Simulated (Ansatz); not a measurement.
The reference is ScF₃ in the ReO3 type structure (space group Pm-3m, No. 221; a = 4.0205 Å). Axes: x, y, z lie along the cube axes.

Perturbation: biaxial strain −0.24 %, plane normal [110], relaxed out of plane (Cartesian); in-plane vectors clamped, the third vector and the atoms free.

Levels (all Ansatz, an electronic-structure program, PAW): PBEsol (420 eV, no spin-orbit coupling); HSE06 (420 eV, no SOC).

The geometry is relaxed with PBEsol.

* **PBEsol lowest conduction level above the VBM at special points**: Γ 6.27 eV; S 6.31 eV; Z 6.31 eV

Problem. How does going to HSE06 change the lowest conduction level above the VBM at special points?

Solution. The lowest conduction level above the VBM at special points changes from Γ 6.27 eV; S 6.31 eV; Z 6.31 eV to Γ 8.85 eV; S 8.89 eV; Z 8.89 eV.

Single points use the geometry relaxed with PBEsol. The hybrid gap comes from the SCF mesh plus the semilocal run's edge points and a few special points and is an upper bound. The levels and masses belong to the bands next to the band gap. Whether these cells are dynamically stable was not tested. The base started in R32 and relaxed to Pm-3m at this level. All final runs are without spin polarisation. k-point labels follow each cell's own Brillouin zone.
